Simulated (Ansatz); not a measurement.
Defect migration in hexagonal La2O3: La vacancy, charge state -3. The step: a nearby La atom hops onto the vacant site; the atom moves 3.84 Å along (0.00, -0.97, 0.00) of the unit cell; the moving atom starts with neighbours O at 2.29, O at 2.38, O at 2.41, O at 2.48, O at 2.68, O at 2.76, O at 2.80 Å and ends with O at 2.29, O at 2.38, O at 2.41, O at 2.49, O at 2.68, O at 2.76, O at 2.80 Å. DFT values are from Ansatz (plane-wave PAW, 420 eV unless said) in a cell of 90 host sites, spin-restricted, static, with no finite-size correction. The charge state is imposed; whether it is stable for some Fermi level was not computed. Forms of the defect that were not tried may lie lower. For the PBE band: the saddle point's order was not checked.

| Level | Forward barrier (eV) | Cost of the band or of the saddle's single point |
|---|---|---|
| PBE, the Γ point alone, band relaxed | 1.82 | around 110 core-minutes (rough) |
| PBE, a 2×2×2 k-point mesh shifted by half a step along c, same geometries | 1.81 | about 9 core-minutes (a rough figure) |
| r2SCAN at 500 eV, the Γ point alone, same geometries | (withheld) | roughly 3 core-minutes |

Fill in the missing entries.


- r2SCAN at 500 eV, the Γ point alone, same geometries, Forward barrier (eV): 1.94

Ansatz is a first-principles code.
